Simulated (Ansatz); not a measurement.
# AlRu, response to strain

The reference is AlRu in the CsCl type structure (space group Pm-3m, No. 221; relaxed with 0.1 eV smearing).

```
AlRu
1.0
    2.98315     0.00000     0.00000
    0.00000     2.98315     0.00000
    0.00000     0.00000     2.98315
Al Ru
1 1
Direct
  0.50000   0.50000   0.50000
  0.00000   0.00000   0.00000
```

Strains are applied to the cell and any free atomic positions relax.

All numbers come from r2SCAN in Ansatz (plane waves to 500 eV, PAW, without spin-orbit coupling).

Notes on the quantities. energy relative to the base: free energy F.

| variant | energy relative to the base | pressure | shortest interatomic distance |
|---|---|---|---|
| base | 0 meV/atom | 0.0 GPa | 2.583 Å |
| isotropic strain −3.00 % | +82 meV/atom | 24.5 GPa | 2.506 Å |
| isotropic strain −2.50 % | +56 meV/atom | 19.7 GPa | 2.519 Å |
| isotropic strain −2.00 % | +35 meV/atom | 15.2 GPa | 2.532 Å |
| isotropic strain −1.50 % | +19 meV/atom | 11.0 GPa | 2.545 Å |
| isotropic strain −1.00 % | +8.5 meV/atom | 7.1 GPa | 2.558 Å |
| isotropic strain −0.50 % | +2.1 meV/atom | 3.4 GPa | 2.571 Å |

No phonon test of stability was made. All final runs are without spin polarisation.

Ansatz is a first-principles code.
